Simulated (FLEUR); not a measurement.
Input and output of a self-consistent single point for Li3In (I4/mmm, 4 atoms in the cell) (FLEUR).

Method of the run: LDA (Vosko-Wilk-Nusair), all-electron FLAPW (FLEUR), scalar-relativistic valence run with FLEUR.

The change in words: lattice scaled by 0.98. Reference geometry:
```yaml
crystal:
  lattice:
    - [-2.08073, 2.08073, 4.22808]
    - [2.08073, -2.08073, 4.22808]
    - [2.08073, 2.08073, -4.22808]
  atoms:
    - { symbol: Li, position: [0.75000, 0.25000, 0.50000] }
    - { symbol: Li, position: [0.25000, 0.75000, 0.50000] }
    - { symbol: Li, position: [0.50000, 0.50000, 0.00000] }
    - { symbol: In, position: [0.00000, 0.00000, 0.00000] }
```

Reference input (self-consistent single point, DFT, LDA (Vosko-Wilk-Nusair), all-electron FLAPW (FLEUR), scalar-relativistic valence): Kmax = 3.9 1/bohr; GmaxXC = 13.7 1/bohr; xcFunctional = vwn; jspins = 1; l_soc = F; mode = gauss; fermiSmearingEnergy = 0.00734986 Htr; mesh (inpgen div1-3) = 11 11 11; inpgen gamma flag = false; Gmax = 13.7 1/bohr; numbands = 0; maxIterBroyd = 25. This run's input differs from it in these lines:

```diff
@@ -3,5 +3,5 @@
 &input film=f /
--2.0807300000 2.0807300000 4.2280800000
-2.0807300000 -2.0807300000 4.2280800000
-2.0807300000 2.0807300000 -4.2280800000
+-2.0391150000 2.0391150000 4.1435180000
+2.0391150000 -2.0391150000 4.1435180000
+2.0391150000 2.0391150000 -4.1435180000
 1.8897261246
@@ -46,5 +46,5 @@
          <bravaisMatrix>
-            <row-1>   -3.9320098392389577     3.9320098392389577     7.9899132328987683</row-1>
-            <row-2>    3.9320098392389577    -3.9320098392389577     7.9899132328987683</row-2>
-            <row-3>    3.9320098392389577     3.9320098392389577    -7.9899132328987683</row-3>
+            <row-1>   -3.8533688865637283     3.8533688865637283     7.8301142123503427</row-1>
+            <row-2>    3.8533688865637283    -3.8533688865637283     7.8301142123503427</row-2>
+            <row-3>    3.8533688865637283     3.8533688865637283    -7.8301142123503427</row-3>
          </bravaisMatrix>
```

Output (repeated stretches shortened):

```
 Iteration:     1   Distance:       3.36481469 me/bohr^3
 Iteration:     2   Distance:       3.01954754 me/bohr^3
 Iteration:     3   Distance:       1.59276437 me/bohr^3
 Iteration:     4   Distance:       0.34118816 me/bohr^3
 Iteration:     5   Distance:       0.29868017 me/bohr^3
   [... 5 lines left out ...]
 Iteration:    11   Distance:       0.00011586 me/bohr^3
 Iteration:    12   Distance:       0.00002415 me/bohr^3
 Iteration:    13   Distance:       0.00001345 me/bohr^3
 Iteration:    14   Distance:       0.00000156 me/bohr^3
 Run finished successfully
 Stop message:
   Structural relaxation: Done

[file out, last iteration]
             iter=     15
[...]
          total density-effective poten   -9.7488099528E+03
          total charge density-energy d   -1.6011010177E+02
 Updated energy parameters for spin:           1
[...]
 fermi energy and band-weighting factors:

[...]
FERMIE:
          first approx. to ef    (T=0)  :   0.117851 htr   (energy of the highest occ. eigenvalue)
          number of occ. states  (T=0)  :        996
          first approx. to seigv (T=0)  :  -3.855440 htr
          sum of weights of occ. states :   8.003005
          sum of semicore charge        :   0.000000 e
          fermi energy=   0.11789 har   work function=  -3.20804 ev
          number of valence electrons=  16.00000
     band-weighting factor for spin=    1
   [... lines left out ...]
          total moment                 =     0.00000
 Direct bandgap for spin            1 :    4.1791727784272897E-003  Htr
 ---->    free energy=                     -5900.4322015142 htr
   [... lines left out ...]
 TOTAL FORCE FOR ATOM TYPE=  1  X=  3.853   Y=  0.000   Z= -3.915
                       FX_TOT= 0.000000 FY_TOT= 0.000000 FZ_TOT= 0.000000
 TOTAL FORCE FOR ATOM TYPE=  2  X=  0.000   Y=  0.000   Z=  7.830
                       FX_TOT= 0.000000 FY_TOT= 0.000000 FZ_TOT= 0.000000
 TOTAL FORCE FOR ATOM TYPE=  3  X=  0.000   Y=  0.000   Z=  0.000
                       FX_TOT= 0.000000 FY_TOT= 0.000000 FZ_TOT= 0.000000
 Structural relaxation: Done
```

The run converged in 14 iterations. FLEUR gives forces in its relaxation mode, with a further iteration, so its stop message speaks of a relaxation. Against the reference run the total energy falls by 9.2 meV/atom.

The starting cell comes from a database of computed structures (which also holds hypothetical and non-ambient phases and stackings), without a prior relaxation at this level. For this run, on top of that: lattice scaled by 0.98. Values depend on the basis (sphere radii, cutoffs, local orbitals), which need not be converged. The log's line on a gap gives a spacing of levels on this mesh, which the program prints for metals too.

Cost on one core of a shared machine: roughly 3 min.
